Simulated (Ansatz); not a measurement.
Results of LDA (Ansatz, an electronic-structure program, PAW) for BaWO4 (I4₁/a, No. 88; cell taken from a computed entry).

Settings: plane-wave cutoff 520 eV, 8×8×8 k mesh, Fermi–Dirac smearing 0.01 eV, no spin polarisation, scalar-relativistic PAW data made under PBE.

Cell (relaxed with PBEsol):

BaWO₄ has the tetragonal space group I4₁/a, origin choice 1 (No. 88), Pearson symbol tI24. Cell: a = 5.6055 Å, b = 5.6055 Å, c = 12.5536 Å, α = 90.00°, β = 90.00°, γ = 90.00°. Ba on 4b is surrounded by 8 O at 2.715–2.758 Å. W on 4a is coordinated by 4 O at 1.787 Å (tetrahedral). O on 16f is coordinated by 1 W at 1.787 Å and 2 Ba at 2.715–2.758 Å (trigonal planar). (Neighbours: up to the widest gap in distance over summed covalent radii, below 1.35, at either atom; cation-cation and far metal-metal contacts left out.)
(The calculation used a cell of 12 atoms; values per cell refer to that cell.)

Problem. Estimate the band gap and smallest direct gap on the k points sampled that the calculation returns.

Solution. 
* **band gap**: 4.65 eV
* **smallest direct gap on the k points sampled**: 4.69 eV

Note: cell and atoms aren't relaxed at this level (largest force component 0.19 eV/Å, pressure -3.6 GPa).

Spin–orbit coupling is not included.

The result took about 2.6 core-minutes (a rough figure).
